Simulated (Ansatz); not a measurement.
The starting structures come from a database of crystals and need not be the phases stable at ambient conditions.

Tunnelling through a barrier is set by its complex band structure: the current falls as exp(−2κd) with the smallest κ.

```
CELL_PARAMETERS angstrom
      6.77603     0.00000     0.00000
      0.00000     7.38078     0.00000
      3.38802    -3.03535     5.04981
ATOMIC_POSITIONS crystal
  Al 0.44644 0.87127 0.91640
  Al 0.63716 0.37127 0.91640
  Al 0.13474 0.88268 0.59932
  Al 0.26594 0.38268 0.59932
  Se 0.08757 0.01142 0.00420
  Se 0.90823 0.51142 0.00420
  Se 0.75841 0.98686 0.65602
  Se 0.58557 0.48686 0.65602
  Se 0.42845 0.99777 0.32426
  Se 0.24729 0.49777 0.32426
```

Space group of this cell: Cc. The cell is taken as given.

Transport runs along the normal of the first two printed cell vectors.

The gap is the functional's own. No spin-orbit coupling. Mid-gap values are interpolated on the energy grid.

Task: Compute, with PBEsol run with Ansatz (a first-principles code), the band gap and the smallest decay constant κ at mid-gap.

Result: Gap 1.84 eV on a 6×6×6 mesh; κ = 0.174 1/Å, at the zone centre.
